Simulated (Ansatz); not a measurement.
# BN in the rock salt structure (space group Fm-3m, No. 225; a hypothetical phase, not in the database extracts checked)

```yaml
crystal:
  lattice:
    - [0.00000, 1.74136, 1.74136]
    - [1.74136, 0.00000, 1.74136]
    - [1.74136, 1.74136, 0.00000]
  atoms:
    - { symbol: N, position: [0.00000, 0.00000, 0.00000] }
    - { symbol: B, position: [0.50000, 0.50000, 0.50000] }
```

Calculations: DFT with PBEsol, PAW potentials and a 420 eV plane-wave cutoff in Ansatz (an electronic-structure program), no spin-orbit coupling. Γ-centred 16×16×16 mesh, Fermi–Dirac width 0.05 eV.

| Quantity | Value |
|---|---|
| Volume per atom | 5.28 Å³ |
| Density | 3.90 g/cm³ |
| Band gap | 1.29 eV (uncertain: the edges found on the path are not clean extrema) |
| Total energy | -265.235 eV/atom (σ→0; compares only within this code and set-up) |

Stability against distortions was not tested.
